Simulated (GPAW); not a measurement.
Band structure of Mo (Im-3m, 1 atom in the cell).

```xyz
1
Lattice="-1.5578 1.5578 1.5578 1.5578 -1.5578 1.5578 1.5578 1.5578 -1.5578" Properties=species:S:1:pos:R:3 pbc="T T T"
Mo     0.0000     0.0000     0.0000
```

Method of the run: PBE, GPAW PAW datasets PBE (gpaw-data 1.0.1) (plane waves; GPAW).

Settings: mode = pw; ecut = 550 eV; xc = PBE; kpts = 10 10 10; mesh shift (steps) = 0 0 0; occupations.name = methfessel-paxton; occupations.width = 0.05 eV; occupations.order = 0; nbands = -7; convergence.density = 1e-05 e/electron; symmetry.symmorphic = false; symmetry.tolerance = 0.0005; maxiter = 100; bandpath_npoints = 40.

The starting cell comes from a database of computed structures (which also holds hypothetical and non-ambient phases and stackings), without a prior relaxation at this level. Its lattice was rescaled by a random factor within 2.5 % of one. Spin polarisation is off.

Levels in eV from the Fermi level, bands 4 to 11:
```csv
point,4,5,6,7,8,9,10,11
Γ,-34.67,-7.40,-1.52,-1.52,-1.52,1.57,1.57,15.08
H,-35.71,-5.75,-5.75,4.02,4.02,4.02,9.25,9.25
N,-34.68,-5.57,-3.62,1.62,1.62,2.26,4.82,12.00
P,-35.44,-2.79,-2.79,-2.79,2.40,2.40,9.95,11.78
```

Bands cross the Fermi level along this path, so the cell is metallic at this level.
